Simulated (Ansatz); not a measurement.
## PBE against PBEsol: hypothetical anti-perovskite Mg3PbO, uniaxial stress, 1 GPa tension along x

Take Mg3PbO in the anti-perovskite structure (space group Pm-3m, No. 221; a = 4.434 Å; a hypothetical phase, not in the database extracts checked) as the base. Axes: x, y, z lie along the cube axes.

(Cell as relaxed with PBE.)

Levels (all Ansatz, a program for electronic structure, PAW): PBE (420 eV, spin-orbit coupling left out); PBEsol (420 eV, spin-orbit coupling left out).

Each level relaxes its own structure.

```json
[
 {"base": "volume per atom", "PBE": "17.44 Å³", "PBEsol": "16.86 Å³"},
 {"base": "lattice parameter a", "PBE": "4.434 Å", "PBEsol": "4.385 Å"},
 {"base": "band gap", "PBE": "zero", "PBEsol": "zero"}
]
```

Perturbation: uniaxial stress, 1 GPa tension along x, with the cell and atoms free to relax against it.

```tsv
quantity	PBE	PBEsol
energy relative to the base (free energy F)	+0.7 meV/atom	…
shortest interatomic distance	2.210 Å	…
band gap	zero	…
```

Question: Predict the PBEsol column.

Answer: 
- energy relative to the base (free energy F), PBEsol: +0.5 meV/atom
- shortest interatomic distance, PBEsol: 2.187 Å
- band gap, PBEsol: zero

PBE's shortest interatomic distance lies 0.023 Å above PBEsol's (1.1 %); the two agree on the band gap. Neither level is exact; PBEsol is the comparison here, not a measurement.

Without a gap, meshes like the base's 11×11×11 leave anisotropic stresses uncertain by several tenths of a GPa, and small strain energies with them. Load acts through the strain it causes; cell and atoms are relaxed under it. Beyond what the load breaks, stability against distortions was not tested. The final runs are not spin-polarised. A zero or small gap of Mg3PbO can be the functional's error rather than a property of the material.
